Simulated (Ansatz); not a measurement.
Take SnO (space group P4/nmm, No. 129; layered, stacked along the Cartesian z axis) as the base.

```
CELL_PARAMETERS angstrom
      3.77006     0.00000     0.00000
      0.00000     3.77006     0.00000
      0.00000     0.00000     4.55984
ATOMIC_POSITIONS crystal
  Sn 0.50000 0.00000 0.74652
  Sn 0.00000 0.50000 0.25348
  O  0.50000 0.50000 0.00000
  O  0.00000 0.00000 0.00000
```

The values are results of plane-wave PAW DFT at the PBEsol-D3(BJ) level (Ansatz, a quantum-chemistry and plane-wave program, 420 eV), spin-orbit coupling left out, not measurements.

One change was made to it. Results:

| quantity | base | after |
|---|---|---|
| c/a ratio | 1.209 | 1.206 |
| lattice parameter a | 3.770 Å | 3.766 Å |

Name the change that was made.
A. pressure −2 GPa
B. pressure 1.5 GPa
C. pressure 0.3 GPa
D. pressure 3 GPa
E. pressure −1 GPa

C, pressure 0.3 GPa. For comparison, the lattice parameter a in the other runs: pressure 1.5 GPa gives 3.747 Å; pressure −1 GPa gives 3.786 Å; pressure −2 GPa gives 3.803 Å; pressure 3 GPa gives 3.728 Å.

Load acts through the strain it causes; cell and atoms are relaxed under it. No phonon test of stability was made. The final runs are not spin-polarised.
